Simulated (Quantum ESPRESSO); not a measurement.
Checking a run of Quantum ESPRESSO on Y3Pb (I4/mmm, 4 atoms in the cell). The aim is a self-consistent single point with DFT, LDA (PZ), plane waves, GBRV 1.5 ultrasoft (LDA) pseudopotentials.

Cell that was meant: a = 6.3099 Å, b = 6.3099 Å, c = 6.3099 Å, α = 63.90°, β = 43.95°, γ = 43.95°.

Part of the input:

```fortran
Y     0.0000000000    0.0000000000    5.3541400000
Pb    0.0000000000    0.0000000000    0.0000000000
K_POINTS automatic
1 1 1  0 0 0
```

Log, with long lists cut:

```
     G-vector sticks info
     --------------------
     sticks:   dense  smooth     PW     G-vecs:    dense   smooth      PW
   [... lines left out ...]

     number of k points=     1  Fermi-Dirac smearing, width (Ry)=  0.0073
                       cart. coord. in units 2pi/alat
        k(    1) = (   0.0000000   0.0000000   0.0000000), wk =   2.0000000

     Dense  grid:    77813 G-vectors     FFT dimensions: (  72,  72,  72)

     Smooth grid:    27449 G-vectors     FFT dimensions: (  48,  48,  48)

     Initial potential from superposition of free atoms

     starting charge      46.9869, renormalised to      47.0000

     negative rho (up, down):  1.580E-02 0.000E+00
     Self-consistent Calculation

     iteration #  1     ecut=    40.00 Ry     beta= 0.70

     negative rho (up, down):  1.710E-02 0.000E+00

     total energy              =    -441.94469538 Ry
     estimated scf accuracy    <       0.73541271 Ry

     iteration #  2     ecut=    40.00 Ry     beta= 0.70

     negative rho (up, down):  1.729E-02 0.000E+00

     total energy              =    -441.53308129 Ry
     estimated scf accuracy    <       7.56970104 Ry

     iteration #  3     ecut=    40.00 Ry     beta= 0.70

     negative rho (up, down):  1.782E-02 0.000E+00

     total energy              =    -442.38483256 Ry
     estimated scf accuracy    <       0.41909666 Ry

   [... 12 blocks of this kind left out ...]

     iteration # 16     ecut=    40.00 Ry     beta= 0.70

     negative rho (up, down):  1.813E-02 0.000E+00

     total energy              =    -442.41287022 Ry
     estimated scf accuracy    <          1.4E-10 Ry

     iteration # 17     ecut=    40.00 Ry     beta= 0.70

     negative rho (up, down):  1.813E-02 0.000E+00
     End of self-consistent calculation

     the Fermi energy is    10.5605 ev

!    total energy              =    -442.41287022 Ry
     estimated scf accuracy    <          9.8E-11 Ry
     smearing contrib. (-TS)   =      -0.03014741 Ry
     internal energy E=F+TS    =    -442.38272281 Ry

     convergence has been achieved in  17 iterations

     negative rho (up, down):  1.813E-02 0.000E+00

     Forces acting on atoms (cartesian axes, Ry/au):

     atom    1 type  1   force =    -0.00000000    0.00000000    0.00000000
   [... zero for the other atoms too ...]

     Total force =     0.000000     Total SCF correction =     0.000000

     negative rho (up, down):  1.813E-02 0.000E+00
          total   stress  (Ry/bohr**3)                   (kbar)     P=      -69.09
  -0.00046650  -0.00000000  -0.00000000          -68.62       -0.00       -0.00
   0.00000000  -0.00046650   0.00000000            0.00      -68.62        0.00
  -0.00000000   0.00000000  -0.00047606           -0.00        0.00      -70.03

   JOB DONE.
```

**Question.** Can these results be used? Check the input.

**Answer.** The run is not sound. The fault is a single k-point for a small metallic cell. One k-point cannot sample the Fermi surface of a small cell. To fix it, use a converged k-point mesh. The run converged in 17 iterations without an error; against the sound input the free energy goes up by 590 meV/atom and the pressure goes from -4.60 to -6.91 GPa.

An input that runs soundly differs in these lines (not the only fix; some lines may just follow from the change or write a value another way):
```diff
-1 1 1  0 0 0
+7 7 7  0 0 0
```

With that input, the run converged in 12 iterations: free energy E − TS -6021.6941 eV; Fermi level (on the code's own zero) 10.66 eV; pressure -4.60 GPa (DFT, LDA (PZ), plane waves, GBRV 1.5 ultrasoft (LDA) pseudopotentials).

On the sound input: the starting cell comes from a database of computed structures (which also holds hypothetical and non-ambient phases and stackings), without a prior relaxation at this level. With a pressure of about -5 GPa the cell is away from its equilibrium volume at this level.
